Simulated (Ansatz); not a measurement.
Cost and result by functional for the ionisation potential of the (100) surface of zinc-blende BAs in its 1x1 cell (cut with top plane As, bottom plane As), relaxed from an ideal cut (the real face may reconstruct), outermost plane spacing 1.20 Å in the ideal cut (one of several cuts of this face), with 1 As a cell over the bulk's ratio, in Ansatz (plane waves, PAW). Single points on the PBE structure, on one kind of machine; costs are rough ratios of the slab run's core time (references not counted) to the cheapest single point. r2SCAN's cost holds its higher cutoff (500 against 420 eV). Differences are taken against r2SCAN for comparison alone: no measured value is at hand, so the table doesn't rank accuracy.

Set-up: 11 atoms, As6B5, 12.0 Å thick at the start; mesh 8x8x1; 0.025 eV smearing; dipole correction on; all atoms relaxed; symmetry of the start imposed; spin-polarised from one start with parallel moments (other orders not tried), no spin-orbit, no U. The slab shows no gap on its mesh. The starting moment vanished. These notes are the PBE run's. r2SCAN: The program's check for a lower electronic state was not made.

```tsv
functional	relative cost	ionisation potential (eV)	less r2SCAN (eV)
PBEsol	1	5.51	-0.18
RPBE	1	5.37	-0.32
LDA	1	5.71	0.02
r2SCAN	3	5.69	0.00
PBE (the relaxed run's value)	–	5.47	-0.22
```

The values span 0.34 eV, while the single points' costs differ by a factor of roughly 3. Differences are of unrounded values.

Ansatz is a quantum-chemistry and plane-wave program.
